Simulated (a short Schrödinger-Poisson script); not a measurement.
System: symmetric double-gate stack, SiO2 on p-type InP, at 400 K.

```
layer  material  thickness (nm)  Na (cm⁻³)
-----  --------  --------------  ---------
1          SiO2             3.4          -
2           InP               8       6e15
3          SiO2             3.4          -
```

Constants are typed, rounded textbook-type inputs, not results; the design itself was drawn at random and stands for no fabricated device. SiO2: permittivity 3.9, conduction-band edge (eV) 3.48, gap (eV) 9, electron mass (mₑ) 0.5. InP: permittivity 12.5, conduction-band edge (eV) 0, gap (eV) 1.344, Nv at 300 K (cm⁻³) 1.1e19.

Channel valleys (confinement mass, in-plane density-of-states mass, number): Γ 0.08, 0.08, 1. At the gates, both at one voltage, the conduction-band edge of layer 1 lies 4.06 eV − eVg above the Fermi level of the channel. Gaps are held at their typed values at every temperature. Mesh 0.03 nm at interfaces.

From a short Schrödinger-Poisson script (our own, NumPy): 1D Poisson equation in equilibrium, electrons quantum, Hartree (BenDaniel-Duke, 12 states a valley, the channel's in-plane mass for all, wave functions free to enter the dielectric), parabolic valleys, classical holes, full ionisation, no traps, pinning or gate leakage.

The same stack at other levels of the model or other numerical settings:

| run | sheet density of all electrons at Vg = 2.85 V (cm⁻²) | sheet density of all electrons at Vg = 1.05 V (cm⁻²) | capacitance of both gates at Vg = 2.85 V (μF/cm²) | rough cost against the base |
|---|---|---|---|---|
| base | 2.08e13 | 3.52e12 | 1.62 | about 1 |
| electrons treated as classical, Boltzmann | 2.61e13 | 4.70e12 | 1.96 | 0.06 |
| electrons treated as classical, Fermi-Dirac | 2.14e13 | 3.94e12 | 1.61 | 0.2 |
| electrons treated as quantum, Hartree plus LDA exchange-correlation | 2.12e13 | 3.70e12 | 1.63 | 2 |
| mesh six times as coarse | 2.07e13 | 3.49e12 | 1.61 | 0.3 |

The classical rows ignore confinement, and Boltzmann statistics overrate the density once the band edge passes the Fermi level.

Above a few 1e12 electrons/cm² a light Γ valley is non-parabolic and upper valleys begin to fill, which the model leaves out.
